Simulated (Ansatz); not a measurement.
N_C in diamond (start: the C site; 216-site cell, 2×2×2 shifted sampling). All values below come from PBE, PAW (plane waves to 420 eV; Ansatz, an electronic-structure program). Total energies of the localised charge states, counted from that of charge +1, and their image corrections (point charge with alignment); the host's valence-band maximum lies at 13.244 eV on the cells' energy zero and its gap is 4.13 eV.

| charge | moment (μB) | E − E(first) (eV) | correction (eV) |
|---|---|---|---|
| +1 | not spin-polarised | 0.000 | 0.309 |
| 0 | 1.0 | 16.338 | 0.002 |
| −1 | not spin-polarised | 33.037 | 0.285 |

Derive the transition levels above the valence-band maximum and say which of them are thermodynamic.

A level is the Fermi energy at which two charges have equal formation energy: ε(q/q′) = [E(q′) + corr(q′) − E(q) − corr(q)] / (q − q′) − E_VBM.
ε(+1/0) = [(16.338 + 0.002) − (0.000 + 0.309)] / 1 − 13.244 = 2.79 eV
ε(0/−1) = [(33.037 + 0.285) − (16.338 + 0.002)] / 1 − 13.244 = 3.74 eV
Thermodynamic levels at least 0.1 eV inside the gap: (+1/0) at 2.79 eV; (0/−1) at 3.74 eV. They hold to tenths of an eV in this cell. Charges with a result: +1, 0, −1. Others weren't obtained, and one of them could lie lower, also by skipping a charge.
